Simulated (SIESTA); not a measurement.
Band structure of BP (P6_3mc, 4 atoms in the cell).

```
CELL_PARAMETERS angstrom
      3.18832     0.00000     0.00000
     -1.59416     2.76117     0.00000
      0.00000     0.00000     5.29007
ATOMIC_POSITIONS crystal
  B  0.66667 0.33333 0.50041
  B  0.33333 0.66667 0.00041
  P  0.66667 0.33333 0.87459
  P  0.33333 0.66667 0.37459
```

Computed with LDA PW92, numerical atomic orbitals TZP, PseudoDojo LDA standard norm-conserving potentials (rewritten from UPF to PSML) (SIESTA 5.4.2).

Settings: XC.functional = LDA; XC.authors = PW92; potentials = PseudoDojo LDA standard; PAO.BasisSize = TZP; PAO.EnergyShift = 0.01 Ry; MeshCutoff = 400 Ry; kgrid.MonkhorstPack = 10 10 5; OccupationFunction = FD; ElectronicTemperature = 10 K; MaxSCFIterations = 150; SCF.Mixer.Method = Broyden; SCF.Mixer.Weight = 0.2; SCF.Mixer.History = 6; SCF.DM.Tolerance = 1.0E-05.

The starting cell comes from a database of computed structures (which also holds hypothetical and non-ambient phases and stackings), without a prior relaxation at this level. Values carry the incompleteness of an atom-centred basis.

Task: Predict the gap along the standard path and the places of the band edges.

Result: The gap along the path is 0.94 eV, from Γ to K; the smallest direct gap on it is 2.73 eV.

Levels in eV from the top of the valence band on the path, bands 5 to 9:
| point | 5 | 6 | 7 | 8 | 9 |
|---|---|---|---|---|---|
| Γ | -2.10 | -0.42 | 0.00 | 0.00 | 2.73 |
| M | -6.42 | -4.35 | -4.25 | -2.06 | 1.14 |
| K | -7.32 | -5.03 | -5.03 | -4.81 | 0.94 |
| A | -1.27 | -1.27 | -1.27 | -1.27 | 3.70 |
| L | -3.45 | -3.45 | -3.33 | -3.33 | 2.14 |
| H | -6.51 | -6.51 | -2.85 | -2.85 | 3.14 |

Higher empty bands are left out: an atom-centred basis made for the valence describes them poorly.
